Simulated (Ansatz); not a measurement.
**Ansatz (an electronic-structure program) run on Pb2CdMoO6 (Fm-3m, 10 atoms in the cell): self-consistent single point**

Level of theory: PBE (plane waves, PAW; Ansatz).

Input as run:

Ansatz 0.2 input:
```yaml
# CdMo(PbO3)2
crystal:
  lattice:
    - [0.000000, 3.969667, 3.969667]
    - [3.969667, 0.000000, 3.969667]
    - [3.969667, 3.969667, 0.000000]
  atoms:
    - { symbol: Pb, position: [0.250000, 0.250000, 0.250000] }
    - { symbol: Pb, position: [0.750000, 0.750000, 0.750000] }
    - { symbol: Cd, position: [0.500000, 0.500000, 0.500000] }
    - { symbol: Mo, position: [0.000000, 0.000000, 0.000000] }
    - { symbol: O, position: [0.749100, 0.250900, 0.250900] }
    - { symbol: O, position: [0.250900, 0.749100, 0.749100] }
    - { symbol: O, position: [0.250900, 0.749100, 0.250900] }
    - { symbol: O, position: [0.749100, 0.250900, 0.749100] }
    - { symbol: O, position: [0.250900, 0.250900, 0.749100] }
    - { symbol: O, position: [0.749100, 0.749100, 0.250900] }
kpoints:
  mp_grid: { grid: [5, 5, 5] }
hamiltonian:
  xc: pbe
  pseudopotentials: { kind: paw }
scf:
  occupations: { method: fermi_dirac, width: 0.05 }
output:
  forces: true
  eigenvalues: true
  stress: true
```

Output (repeated stretches shortened):

```
WARN basis.ecutwfc = 420 eV, the default
WARN ansatz: RAYON_NUM_THREADS=1 ignored (pool sized by the plan → 1); use --threads N
Pseudopotentials: kind: paw
Pseudopotential: Pb, paw, valence charge 14
Pseudopotential: Cd, paw, valence charge 20
Pseudopotential: Mo, paw, valence charge 14
Pseudopotential: O, paw, valence charge 6
Crystal: 10 atoms, lattice volume = 125.110 Å³
Basis set: ecut = 420 eV, 2445 PW (Γ), exchange–correlation on 80×80×80 points (8 copies of the dense FFT grid, shifted against one another)
Bands: 59, of which v1, the nominal top of the filled ones, is band 49 counted from 1 (48 counted from 0)
Symmetry: 48 space group operations
Space group: Fm-3m (ITA 225), of the structure as read, at distance tolerance 5.0e-5 Å
k-points: 10 of 125
Initial density: superposition of atomic densities (neutral atoms: chi_scale 0, normalization atom), corrected by the library's trained network
Initial wavefunctions: pseudopotential atomic-orbital guess
Eigensolver: davidson
Functional: x = pbe(κ = 0.804, μ = 0.2195149727645171), c = pbe(β = 0.06672455060314922)
SCF iter   1: F=—  HF=-40423.237419 eV  |F-HF|=—  |Δ(HF+E_count)|=         —  Δρ=9.17e-3  dr2=1.20e-1  ethr=1.77e-3  ⟨swp⟩=6.5  Hψ=2216  notcnv=0
all-band conjugate gradients solve this SCF's bands
preconditioner: auto → Resta (q_TF=auto, 2.619 Å⁻¹)
SCF iter   2: F=—  HF=-40423.220150 eV  |F-HF|=—  |Δ(HF+E_count)|=   1.73e-2  Δρ=4.15e-3  dr2=2.52e-2  ethr=1.23e-4  ⟨swp⟩=1.9  Hψ=853  notcnv=0  defer=8
SCF iter   3: F=—  HF=-40423.214301 eV  |F-HF|=—  |Δ(HF+E_count)|=   5.85e-3  Δρ=7.77e-4  dr2=1.30e-3  ethr=2.57e-5  ⟨swp⟩=2.0  Hψ=733  notcnv=0  defer=8
SCF iter   4: F=—  HF=-40423.213889 eV  |F-HF|=—  |Δ(HF+E_count)|=   4.13e-4  Δρ=2.70e-4  dr2=1.37e-4  ethr=1.32e-6  ⟨swp⟩=2.0  Hψ=792  notcnv=0  defer=8
SCF iter   5: F=—  HF=-40423.213852 eV  |F-HF|=—  |Δ(HF+E_count)|=   3.63e-5  Δρ=6.14e-5  dr2=5.17e-6  ethr=1.40e-7  ⟨swp⟩=2.1  Hψ=1007  notcnv=0  defer=8
SCF iter   6: F=—  HF=-40423.213942 eV  |F-HF|=—  |Δ(HF+E_count)|=   8.93e-5  Δρ=1.49e-5  dr2=2.31e-7  ethr=5.27e-9  ⟨swp⟩=2.0  Hψ=894  notcnv=0  defer=10
SCF iter   7: F=-40423.213942 eV  HF=-40423.213942 eV  |F-HF|=2.14e-9  |Δ(HF+E_count)|=   6.48e-8  Δρ=3.32e-6  dr2=8.33e-9  ethr=1.02e-10  ⟨swp⟩=9.6  Hψ=2417  notcnv=0
SCF 1 converged in 7 iterations: F = -40423.213942 eV  dr2 = 8.33e-9
SCF converged after 7 iterations
Free energy (F): -40423.213942 eV
Harris-Foulkes:  -40423.213942 eV  (|F-HF|=2.14e-9)
Internal energy: -40423.212393 eV  (E = F + TS)
E sigma→0 (E₀):  -40423.213167 eV
Entropy (-TS):   -0.001549 eV (-0.155 meV/atom)
Fermi energy:    13.284479 eV
--- Per-component energies (eV) ---
  E_band       = -422.838423
  E_kinetic    = 2577.331081
  E_local      = -7886.418071  (includes V_loc(G=0)·N_el)
  E_nonlocal   = 1166.081257
  E_hartree    = 3280.748012
  E_xc         = -1249.750421
  E_vxc        = -1287.133396  (∫ρ·V_xc dr)
  E_paw        = -29036.488556  (= ΣΔE_a)
  E_vpaw       = -1554.212095  (= ΣTr[D̂ρ^β])
  E_aug_tail   = 0.014536  (compensation charges beyond the density's cutoff)
  E_ewald      = -9274.730231
  E_smearing   = -0.001549  (= −TS)
  E_closure    = -0.000000  (closes the sum)
  Σ components = -40423.213942   (vs F -40423.213942, Δ=0.00e0)
--- Forces (eV/Å), atoms counted from 1 ---
  atom   1  Pb    -0.00000000    -0.00000000    -0.00000000
  atom   2  Pb    -0.00000000    -0.00000000    -0.00000000
  atom   3  Cd     0.00000000    -0.00000000     0.00000000
  atom   4  Mo    -0.00000000     0.00000000     0.00000000
  atom   5  O     -5.74755569    -0.00000000    -0.00000000
  atom   6  O      5.74755569     0.00000000    -0.00000000
  atom   7  O      0.00000000    -5.74755569    -0.00000000
  atom   8  O      0.00000000     5.74755569    -0.00000000
  atom   9  O     -0.00000000     0.00000000    -5.74755569
  atom  10  O     -0.00000000     0.00000000     5.74755569
  max |Σ_I F_I| component: 8.70e-16 eV/Å
--- Stress (GPa, compression-positive) ---
       21.353983      -0.000000      -0.000000
       -0.000000      21.353983       0.000000
       -0.000000      -0.000000      21.353983
  P = ⅓ Tr σ = 21.3540 GPa (213.540 kbar)
  The stress holds the Pulay correction. Without it, at fixed plane waves, as pw.x and ABINIT print it: P = 20.7647 GPa
--- Band table (eV; the first three rows and the last of 10) ---
  k-point 0: bands = ["-86.9857", "-50.0939", "-48.1619", "-48.1619", "-48.1619", "-24.1288", "-24.1288", "-24.1288", "-6.2943", "-5.2880", "-5.2880", "-5.0198", "-5.0198", "-5.0198", "-3.8071", "-3.8071", "-3.8071", "-3.7649", "-3.7649", "-3.7103", [...]
  k-point 1: bands = ["-86.9857", "-50.0939", "-48.1619", "-48.1619", "-48.1619", "-24.1290", "-24.1289", "-24.1289", "-6.1571", "-5.2573", "-5.2573", "-5.1100", "-4.9902", "-4.9902", "-3.8174", "-3.8174", "-3.8119", "-3.7798", "-3.7798", "-3.7217", [...]
  k-point 2: bands = ["-86.9857", "-50.0939", "-48.1619", "-48.1619", "-48.1619", "-24.1293", "-24.1289", "-24.1289", "-5.8033", "-5.3894", "-5.2059", "-5.2059", "-4.9338", "-4.9338", "-3.8430", "-3.8430", "-3.8215", "-3.8215", "-3.8014", "-3.7130", [...]
  k-point 9: bands = ["-86.9857", "-50.0939", "-48.1619", "-48.1619", "-48.1619", "-24.1292", "-24.1291", "-24.1290", "-5.7587", "-5.5803", "-5.1514", "-4.9756", "-4.8795", "-4.8495", "-3.8683", "-3.8567", "-3.8433", "-3.8234", "-3.8188", "-3.8104", [...]
```

The run converged in 7 iterations.

The starting cell was generated: these elements placed on a structure prototype, without a prior relaxation; it need not be a known phase or ordering of this composition. Spin-orbit coupling is off. With a pressure of about 21 GPa the cell is away from its equilibrium volume at this level. Forces in this geometry exceed 1 eV/Å. Ansatz's pressure includes its estimate of the finite-basis (Pulay) stress. Without the estimate this run gives 20.76 GPa.
